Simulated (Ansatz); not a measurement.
Base system: BN (space group P6_422, No. 181; a = 2.595 Å, c = 5.797 Å; a hypothetical phase, not in the database extracts checked). Axes: x lies along a and z along c of the hexagonal cell.

One thing is altered: the symmetric strain tensor [0.0269 0.0200 0.0038; 0.0200 0.0019 -0.0103; 0.0038 -0.0103 -0.0194]; the atoms relax in the strained cell.

Levels (all Ansatz, a quantum-chemistry and plane-wave program, PAW): PBEsol (420 eV, spin-orbit coupling left out); r2SCAN (500 eV, no spin-orbit coupling); HSE06 (420 eV, no SOC).

One geometry, relaxed with PBEsol, under each level:

| level | band gap | lowest conduction level above the VBM at special points | pressure |
|---|---|---|---|
| PBEsol | 3.10 eV | T 3.10 eV; Z 3.11 eV; Y 3.77 eV; U 4.20 eV | -1.92 GPa |
| r2SCAN | 3.73 eV | T 3.73 eV; Z 3.75 eV; Y 4.40 eV; U 4.80 eV | 1.27 GPa |
| HSE06 | ? | ? | – |

Give the withheld HSE06 results.


- HSE06, band gap: 4.49 eV
- HSE06, lowest conduction level above the VBM at special points: T 4.49 eV; Z 4.51 eV; Y 5.18 eV; Γ 6.98 eV

Single points use the geometry relaxed with PBEsol. Their cutoffs differ, which shifts pressures a little. HSE06 was sampled on its mesh, a few special points and the semilocal edge points, so its gap is an upper bound. Whether these cells are dynamically stable was not tested. The base started in P3_121 and relaxed to P6_422 at this level. Labels are those of the standard path for the cell's own space group.
